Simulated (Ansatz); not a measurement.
Be3N2 (P6₃/mmc, No. 194, 10 atoms in the cell; start mp-6977; a measured phase of this formula has another space group), treated with r²SCAN+rVV10 in Ansatz (plane waves, PAW).

Numerical settings: plane-wave cutoff 500 eV, 18×18×4 k mesh (along the axes of the cell as run), Fermi–Dirac smearing 0.05 eV, scalar-relativistic PAW data made under PBE.

Cell (relaxed at this level):

```xyz
10
Lattice="2.8341 0.0000 0.0000 -1.4170 2.4544 0.0000 0.0000 0.0000 9.7159" Properties=species:S:1:pos:R:3 pbc="T T T"
Be     0.0000     1.6362     0.7599
Be     1.4170     0.8181     8.9560
Be     1.4170     0.8181     5.6178
Be     0.0000     1.6362     4.0981
Be     0.0000     0.0000     2.4290
Be     0.0000     0.0000     7.2869
N      0.0000     0.0000     0.0000
N      0.0000     0.0000     4.8580
N      0.0000     1.6362     2.4290
N      1.4170     0.8181     7.2869
```

What does this level give for the band gap?


- band gap = 3.98 eV (on the SCF k mesh)

Note: the relaxation could not lower the start's symmetry, so the cell can be a saddle point above a distorted one.

Computing time: around 110 core-seconds (rough).

A start named mp-… is a Materials Project structure, which need not be a measured phase.

Ansatz is a program for electronic structure.
